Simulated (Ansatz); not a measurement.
# A computed series for InAs: response to strain

The reference is InAs in the zinc blende structure (space group F-43m, No. 216).

```
InAs
1.0
    0.00000     3.01303     3.01303
    3.01303     0.00000     3.01303
    3.01303     3.01303     0.00000
In As
1 1
Direct
  0.00000   0.00000   0.00000
  0.25000   0.25000   0.25000
```

Cartesian axes are those of the cell as printed.

Strains are applied to the cell and any free atomic positions relax.

All numbers come from LDA in Ansatz (plane waves to 420 eV, PAW, without spin-orbit coupling).

Notes on the quantities. energy relative to the base: free energy F.

```json
[
 {"variant": "base", "energy relative to the base": "0 meV/atom", "shortest interatomic distance": "2.609 Å"},
 {"variant": "tensor shear ε_xy = +1.71 %", "energy relative to the base": "+3.8 meV/atom", "shortest interatomic distance": "2.600 Å"},
 {"variant": "tensor shear ε_xy = +1.14 %", "energy relative to the base": "?", "shortest interatomic distance": "?"},
 {"variant": "tensor shear ε_xy = +2.00 %", "energy relative to the base": "+5.1 meV/atom", "shortest interatomic distance": "2.599 Å"},
 {"variant": "tensor shear ε_xy = +0.86 %", "energy relative to the base": "+0.9 meV/atom", "shortest interatomic distance": "2.605 Å"},
 {"variant": "tensor shear ε_xy = +0.57 %", "energy relative to the base": "+0.4 meV/atom", "shortest interatomic distance": "2.606 Å"},
 {"variant": "tensor shear ε_xy = +1.43 %", "energy relative to the base": "+2.6 meV/atom", "shortest interatomic distance": "2.602 Å"},
 {"variant": "tensor shear ε_xy = +0.29 %", "energy relative to the base": "+0.1 meV/atom", "shortest interatomic distance": "2.608 Å"}
]
```

Q: Complete the table.

A: 
- tensor shear ε_xy = +1.14 %, energy relative to the base: +1.7 meV/atom
- tensor shear ε_xy = +1.14 %, shortest interatomic distance: 2.603 Å

No phonon test of stability was made. The final runs are not spin-polarised.

Ansatz is a quantum-chemistry and plane-wave program.
